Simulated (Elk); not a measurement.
Band structure of TiSi2 (Cmcm, 6 atoms in the cell).

```
CELL_PARAMETERS angstrom
      1.77570    -6.79984     0.00000
      1.77570     6.79984     0.00000
      0.00000     0.00000     3.58656
ATOMIC_POSITIONS crystal
  Ti 0.89688 0.10312 0.75000
  Ti 0.10312 0.89688 0.25000
  Si 0.55825 0.44175 0.75000
  Si 0.44175 0.55825 0.25000
  Si 0.24969 0.75031 0.75000
  Si 0.75031 0.24969 0.25000
```

Method of the run: PBE, all-electron FP-LAPW, Elk's shipped species files, default APW+lo basis in Elk.

Settings: xctype = 20; rgkmax = 7; stype = 0; swidth = 0.00734986 Ha; ngridk = 7 7 7; rmtscf = 0.96.

The starting cell comes from a database of computed structures (which also holds hypothetical and non-ambient phases and stackings), without a prior relaxation at this level. Its lattice was rescaled by a random factor within 2.5 % of one. Spin polarisation is off. Values depend on the basis (sphere radii, cutoffs, local orbitals), which need not be converged.

Levels in eV from the Fermi level, bands 17 to 24:
| point | 17 | 18 | 19 | 20 | 21 | 22 | 23 | 24 |
|---|---|---|---|---|---|---|---|---|
| Γ | -2.13 | -2.08 | -2.08 | 0.48 | 0.65 | 0.82 | 0.89 | 1.37 |
| X | -1.71 | -1.11 | -0.76 | -0.72 | -0.22 | 1.12 | 1.43 | 1.53 |
| S | -1.64 | -1.46 | -0.65 | -0.56 | -0.53 | 1.13 | 1.44 | 1.63 |
| R | -3.21 | -3.21 | -2.42 | -2.42 | 1.74 | 1.74 | 1.85 | 1.85 |
| A | -3.35 | -3.35 | -2.34 | -2.34 | 1.78 | 1.78 | 1.86 | 1.86 |
| Z | -1.61 | -1.61 | -0.04 | -0.04 | 0.82 | 0.82 | 1.50 | 1.50 |
| Y | -2.50 | -1.95 | -1.17 | 0.41 | 0.65 | 0.75 | 0.91 | 1.06 |
| X1 | -1.71 | -1.11 | -0.76 | -0.72 | -0.22 | 1.12 | 1.43 | 1.53 |
| A1 | -3.35 | -3.35 | -2.34 | -2.34 | 1.78 | 1.78 | 1.86 | 1.86 |
| T | -2.02 | -2.02 | -0.86 | -0.86 | 0.45 | 0.45 | 1.64 | 1.64 |

Bands cross the Fermi level along this path, so the cell is metallic at this level.
